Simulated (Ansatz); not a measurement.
The reference is ZrC in the rock salt structure (space group Fm-3m, No. 225; relaxed with 0.1 eV smearing).

```
CELL_PARAMETERS angstrom
      0.00000     2.35441     2.35441
      2.35441     0.00000     2.35441
      2.35441     2.35441     0.00000
ATOMIC_POSITIONS crystal
  Zr 0.00000 0.00000 0.00000
  C  0.50000 0.50000 0.50000
```

All numbers come from PBE/PAW in Ansatz (a program for electronic structure), scalar-relativistic without spin-orbit coupling.

For the base:

Pressure: 0.0 GPa
Band gap: zero

It is then changed as follows: every lattice vector is shortened by 1.00 %, atoms relaxed at fixed cell.

**Question.** What happens to the energy relative to the base, pressure and band gap?

**Answer.** The energy goes up by 8.4 meV/atom; the pressure goes from zero to 7.1 GPa; the band gap stays zero.

The cells carry an imposed strain or load. Stability against distortions was not tested. The final runs are not spin-polarised.
